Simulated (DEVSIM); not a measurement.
Device: abrupt Si n-p junction, at 350 K.

```tsv
layer (left to right)	material	thickness (μm)	Nd (cm⁻³)	Na (cm⁻³)	τn (s)	τp (s)
1	Si	26.0	7.6e18	-	3.9e-5	1.2e-6
2	Si	250	-	2.3e16	3.9e-5	3.9e-5
```

Left contact: ohmic. Right contact: ohmic. Voltage is applied to the left contact. Recombination: SRH at mid-gap. Gap narrowing is on: ΔEg = 6.92 meV × (l + √(l² + 0.5)), l = ln(N/1.3e17 cm⁻³), shared equally by both band edges. Mobility is μmin + (μ − μmin)/(1 + (N/Nref)^α).

This is a model device: material constants are rounded textbook-type values typed into the input, and sizes, dopings and lifetimes were drawn at random. Values at 300 K; Nc and Nv go as T^1.5, mobilities as T to minus their exponent, the gap by Varshni's rule with the affinity fixed.

| parameter | Si |
|---|---|
| gap (eV) | 1.124 |
| affinity (eV) | 4.05 |
| permittivity | 11.7 |
| Nc (cm⁻³) | 2.86e19 |
| Nv (cm⁻³) | 3.1e19 |
| μn (cm²/Vs) | 1417 |
| μp (cm²/Vs) | 470 |
| μn,min | 52 |
| μp,min | 45 |
| Nref,n | 9.7e16 |
| Nref,p | 2.2e17 |
| αn | 0.68 |
| αp | 0.72 |
| T exponent of μn | 2.3 |
| T exponent of μp | 2.2 |
| Varshni α (eV/K) | 0.000473 |
| Varshni β (K) | 636 |

DEVSIM, 1D drift-diffusion, Boltzmann statistics, complete ionisation; no tunnelling, impact ionisation, image-force lowering or self-heating.

### Question
Give the dark reverse current.

### Answer

```
V (V)  J (A/cm²)
-----  ---------
0.20      4.8e-9
0.50      8.2e-9
1.00      1.3e-8
1.50      1.7e-8
2.00      2.0e-8
3.00      2.5e-8
4.00      3.0e-8
5.00      3.4e-8
6.50      4.0e-8
```
